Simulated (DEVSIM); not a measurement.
Structure: Al0.3Ga0.7As/GaAs n-p heterojunction, at 350 K.

Layer 1 from the left is Al0.3Ga0.7As, thickness (μm) 0.180, Nd (cm⁻³) 5.5e16, τn (s) 3e-9, τp (s) 9e-11. Layer 2 from the left is GaAs, thickness (μm) 0.120, Na (cm⁻³) 2.1e16, τn (s) 3e-9, τp (s) 3e-9.

Left contact: ohmic. Right contact: ohmic. Voltage is applied to the left contact. Recombination: SRH at mid-gap, radiative, Auger. Mobility is μmin + (μ − μmin)/(1 + (N/Nref)^α).

The device is made up for the run: typed textbook-type constants, with dimensions and the other settings drawn at random. Values at 300 K; Nc and Nv go as T^1.5, mobilities as T to minus their exponent, the gap by Varshni's rule with the affinity fixed.

Al0.3Ga0.7As: gap (eV) 1.7981, affinity (eV) 3.833, permittivity 12.05, Nc (cm⁻³) 6.96e17, Nv (cm⁻³) 9e18, μn (cm²/Vs) 3880, μp (cm²/Vs) 197, μn,min 500, μp,min 20, Nref,n 6e16, Nref,p 1.5e17, αn 0.39, αp 0.38, T exponent of μn 2.1, T exponent of μp 2.2, B (cm³/s) 2e-10, Cn (cm⁶/s) 1e-30, Cp (cm⁶/s) 1e-30, Varshni α (eV/K) 0.000541, Varshni β (K) 204. GaAs: gap (eV) 1.424, affinity (eV) 4.07, permittivity 12.9, Nc (cm⁻³) 4.7e17, Nv (cm⁻³) 9e18, μn (cm²/Vs) 8500, μp (cm²/Vs) 400, μn,min 500, μp,min 20, Nref,n 6e16, Nref,p 1.5e17, αn 0.39, αp 0.38, T exponent of μn 2.1, T exponent of μp 2.2, B (cm³/s) 2e-10, Cn (cm⁶/s) 1e-30, Cp (cm⁶/s) 1e-30, Varshni α (eV/K) 0.000541, Varshni β (K) 204.

DEVSIM, 1D drift-diffusion, Boltzmann statistics, complete ionisation; no tunnelling, impact ionisation, image-force lowering or self-heating. Band offsets follow the typed affinities; no thermionic-emission limit at abrupt steps, no polarisation charge.

Question: What does the simulation give for the potential step across the device at zero bias, the dark forward voltage at 1 A/cm², the largest field in the device at zero bias, the dark forward voltage at 100 A/cm²?

Answer: potential step across the device at zero bias 1.365 V; dark forward voltage at 1 A/cm² 0.733 V; largest field in the device at zero bias 92000 V/cm; dark forward voltage at 100 A/cm² 0.891 V.
